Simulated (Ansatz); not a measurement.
Zr3N4: pressure series

Consider Zr3N4 (space group I-43d, No. 220).

```
Zr3N4
1.0
   -3.35134     3.35134     3.35134
    3.35134    -3.35134     3.35134
    3.35134     3.35134    -3.35134
Zr N
6 8
Direct
  0.87500   0.12500   0.75000
  0.62500   0.37500   0.25000
  0.75000   0.87500   0.12500
  0.25000   0.62500   0.37500
  0.12500   0.75000   0.87500
  0.37500   0.25000   0.62500
  0.64175   0.64175   0.64175
  0.35825   0.50000   0.00000
  0.50000   0.00000   0.85825
  0.00000   0.35825   0.50000
  0.85825   0.50000   0.00000
  0.14175   0.14175   0.14175
  0.00000   0.85825   0.50000
  0.50000   0.00000   0.35825
```

Cell and atoms are relaxed at each pressure.

Method: PBEsol (Ansatz, an electronic-structure program, PAW, spin-orbit coupling left out).

Two rows of this table had their results exchanged by mistake.

| pressure | volume per atom (Å³) | shortest distance (Å) | band gap |
|---|---|---|---|
| pressure −2 GPa | 10.85 | 2.234 | 0.72 eV |
| pressure −1 GPa | 10.80 | 2.233 | 0.74 eV |
| pressure 0.3 GPa | 10.74 | 2.232 | 0.76 eV |
| pressure 1.5 GPa | 10.69 | 2.231 | 0.78 eV |
| pressure 3 GPa | 10.37 | 2.221 | 0.85 eV |
| pressure 5 GPa | 10.55 | 2.227 | 0.81 eV |
| pressure 10 GPa | 10.63 | 2.229 | 0.79 eV |

Q: Which two?

A: The rows for pressure 3 GPa and pressure 10 GPa: the volume has to fall steadily with pressure, so 10.63 Å³ belongs to pressure 3 GPa and 10.37 Å³ to pressure 10 GPa.

Load acts through the strain it causes; cell and atoms are relaxed under it. Whether these cells are dynamically stable was not tested. No other phases were tried under pressure.
